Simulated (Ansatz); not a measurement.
The starting structures come from a database of crystals and need not be the phases stable at ambient conditions.

 Where the default PAW files enter, the runs use the earlier of Ansatz's two default sets.

By PBEsol, the system below comes out a metal.

A figure of merit of an interconnect metal is its ballistic conductance per area.

Input:

```xyz
16
Lattice="9.0345 0.0000 0.0000 -0.1733 9.0328 0.0000 2.8959 2.9520 3.0104" Properties=species:S:1:pos:R:3 pbc="T T T"
Ti     8.8612     5.9630     3.0104
Ti     5.7919     8.9740     3.0104
Ti     4.3439     7.4979     1.5052
Ti     7.4132     4.4870     1.5052
Ti     8.2218     1.4770     1.5062
Ti     3.7086     1.4751     1.5042
Ti     7.3689     7.5116     0.7546
Ti     4.3883     4.4733     2.2558
Ti     1.3190     8.2487     1.5062
Ti     1.4036     3.7362     1.5042
Si     6.0272     2.5324     2.5824
Si     5.9032     0.4197     0.4280
Si     6.2716     6.3931     2.9071
Si     5.4856     5.5918     0.1033
Si     2.4163     6.0747     2.5824
Si     0.3063     5.9102     0.4280
```

Space group of this cell: P6_3/mcm. The cell is taken as given; by PBEsol its mean pressure is -3.0 GPa.

The current flows along the normal of the first two printed cell vectors, the (111) plane of the conventional cell. No spin-orbit coupling; the value is a mean over 0.1 eV about the Fermi level.

Question: Compute, with PBEsol in Ansatz (a first-principles code), the ballistic conductance per area.

Answer: 0.35 × 10¹⁵ S/m² for both spins.
